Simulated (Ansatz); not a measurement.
## ZnSe under a change: isotropic strain −1.54 %

Base system: ZnSe in the zinc blende structure (space group F-43m, No. 216; a = 5.666 Å).

Perturbation: the cell is scaled by 0.9846 in all directions; the atoms relax in the strained cell.

Level of theory: Ansatz (a program for electronic structure), r2SCAN, PAW, cutoff 500 eV, scalar-relativistic without spin-orbit coupling, earlier PAW set. Γ-centred 10×10×10 mesh, Fermi–Dirac width 0.05 eV.

The volume per atom falls by 1.034 Å³, from 22.74 Å³ to 21.70 Å³ and the space group stays F-43m (No. 216). The shortest interatomic distance falls by 0.0378 Å (2.453 Å → 2.416 Å) and the energy rises by 10 meV/atom. The pressure goes from zero to 3.36 GPa and the band gap grows by 0.20 eV, from 1.86 eV to 2.06 eV. The gap character is still direct at Γ and the mean gap deformation potential ΔEg/Δln V is -4.3 eV. The width of the top valence band increases by 0.23 eV, from 2.71 eV to 2.94 eV and the electron mass changes from 0.12 mₑ (at Γ) to 0.13 mₑ (at Γ). The hole mass (degenerate bands, along [100]) changes from 0.13, 0.60, 0.60 mₑ (at Γ) to 0.14, 0.56, 0.56 mₑ (at Γ) and the valley order (the lowest conduction-band minima on the path, energy above the VBM, named in the base's zone) changes from Γ 1.86 eV; L along ⟨111⟩ 3.05 eV; X along ⟨100⟩ 3.34 eV to Γ 2.06 eV; L along ⟨111⟩ 3.14 eV; X along ⟨100⟩ 3.23 eV.

Cost of the whole job for the changed cell (relaxation, final SCF and bands): roughly 17 core-seconds.

Masses are band curvatures over ±0.01 Å⁻¹ around the edge. No phonon test of stability was made.
